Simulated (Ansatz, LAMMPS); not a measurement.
# Ge well of 20 atomic layers along [001] in random Si0.2Ge0.8, interfaces graded over 8 layers

Cell 17.11 × 17.11 × 63.29 Å, Si78Ge714, 792 atoms. Prepared with Tersoff's 1989 multicomponent potential (SiCGe.tersoff) in LAMMPS: minimisation. 

These are PBE, support functions at accuracy medium on the grid of 370 eV (norm-conserving potentials; Ansatz, an electronic-structure program) values and carry that method's errors.

Basis: localised support functions (accuracy medium) on a full density matrix. k-points: zone centre alone; occupations: Fermi-Dirac, 0.010 eV; spin polarisation not allowed. Scalar-relativistic, no spin-orbit coupling.

* **electronic character of the cell**: no gap resolved at this smearing
* **coordination (neighbours within 2.977 Å)**: 100.0 % 4-fold
* **Ge-Ge bonds, mean ± spread**: 2.486 ± 0.005 Å
* **Ge-Si bonds, mean ± spread**: 2.440 ± 0.005 Å
* **Si-Si bonds, mean ± spread**: 2.394 ± 0.006 Å
* **bond angles, mean ± spread**: 109.5° ± 0.9°
* **pressure**: 0.41 GPa
* **cost of the final run**: very roughly 30 core-minutes, 11 SCF iterations, 16 GiB
